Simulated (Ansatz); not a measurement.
Y interstitial in monoclinic HfO2 (the name describes the start): one set of geometries, relaxed with PBE, evaluated in Ansatz (PAW, plane waves to 420 eV, 500 eV under r2SCAN) with PBE, r2SCAN.

Cell and caveats: 96-site cell; 2×2×2 shifted k-points; start: void with 3O nearest, no. 1; charged states image-corrected; no spin–orbit coupling; corrections reach 1.7 eV, so highly charged states may be off by several tenths; relaxed from one start, so a lower configuration may exist; flagged in the runs: a host whose relaxation on this sampling wasn't shown to rest, a strain field that reaches the edge of the cell.

```json
[
 {"quantity": "host gap (eV)", "PBE": "4.04", "r2SCAN": "?"},
 {"quantity": "ε(+3/+2) above the VBM (eV)", "PBE": "2.78", "r2SCAN": "?"},
 {"quantity": "ε(+2/+1) above the VBM (eV)", "PBE": "3.16", "r2SCAN": "?"},
 {"quantity": "largest moment on one atom at charge +2 (μB)", "PBE": "0.12", "r2SCAN": "?"}
]
```

Task: Given the lower rungs, what does r2SCAN give?

Result: 
- host gap (eV), r2SCAN: 4.54
- ε(+3/+2) above the VBM (eV), r2SCAN: 3.17
- ε(+2/+1) above the VBM (eV), r2SCAN: 3.66
- largest moment on one atom at charge +2 (μB), r2SCAN: 0.12

Ansatz is an electronic-structure program.
